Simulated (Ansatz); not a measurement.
Base system: AlN (space group P4_2/mnm, No. 136; a = 5.330 Å, c = 3.122 Å; a hypothetical phase, not in the database extracts checked). Axes: x, y, z lie along a, b, c of the conventional cell.

Level of theory: PBE (Ansatz, a first-principles code, PAW, scalar-relativistic without spin-orbit coupling).

One thing is altered: every lattice vector is stretched by 2.23 %, atoms relaxed at fixed cell.

Predict the stress tensor and what it implies for the stiffness.

Stress of the strained cell less that of the base (GPa, compression positive):
```
  -9.99    0.00    0.00
   0.00   -9.99    0.00
   0.00    0.00  -12.10
```

Then B = −ΔP/(ΔV/V₀) with ΔV/V₀ = 0.0684 gives secant stiffness values (nonlinear terms included at this strain): B (at held cell shape, above the free-shape value) ≈ 156 GPa.

As a check, the harmonic strain energy −½ V₀ Δσ:ε is 25 meV/atom; the computed energy rise is 27 meV/atom.

Stability against distortions was not tested.
